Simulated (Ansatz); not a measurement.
**Yb in the fcc (Cu type) structure (space group Fm-3m, No. 225)**

Space group Fm-3m (No. 225); a = 5.2236 Å, b = 5.2236 Å, c = 5.2236 Å, α = 90.00°, β = 90.00°, γ = 90.00°

```
atom  site  symmetry       x       y       z
----  ----  --------  ------  ------  ------
Yb      4a      m-3m  0.0000  0.0000  0.0000
```
(The calculation used a cell of 1 atom; values per cell refer to that cell.)

Calculations: Ansatz (an electronic-structure program), PBE, PAW, cutoff 420 eV, no SOC. Γ-centred 15×15×15 mesh, Fermi–Dirac width 0.05 eV.

Volume per atom: 35.63 Å³
Density: 8.06 g/cm³
Band gap: zero
Total energy: -13795.025 eV/atom (σ→0; compares only within this code and set-up)

The state of the 4f shell was not checked for lower solutions. Whether these cells are dynamically stable was not tested. Starting moments died away, wholly or in part, for the base; another magnetic solution may exist. All final runs are without spin polarisation. Gaps under 0.05 eV, about the width of the smearing, are given as zero.
